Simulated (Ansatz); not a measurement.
Results of revPBE (plane waves, PAW; Ansatz, a first-principles code) for CsCl-type RuAl.

Run with plane-wave cutoff 520 eV, 16×16×16 k mesh, Fermi–Dirac smearing 0.1 eV, perturbation theory, no spin polarisation, scalar-relativistic PAW data made under PBE.

Computed at the level's own relaxed cell.

Space group Pm-3m (No. 221); a = 3.0166 Å, b = 3.0166 Å, c = 3.0166 Å, α = 90.00°, β = 90.00°, γ = 90.00°

```
atom  site  symmetry       x       y       z
----  ----  --------  ------  ------  ------
Al      1b      m-3m  0.5000  0.5000  0.5000
Ru      1a      m-3m  0.0000  0.0000  0.0000
```

Harmonic phonon frequencies (cm⁻¹; i marks an imaginary mode):

```tsv
q point	frequencies
Γ	0 0 0 303 303 303
X	…
M	103 103 182 268 340 340
R	177 177 177 326 326 326
```

Task: Fill in the missing entries.

Result: 
- X, frequencies: 153 153 204 280 280 320

No imaginary mode appears at these points.
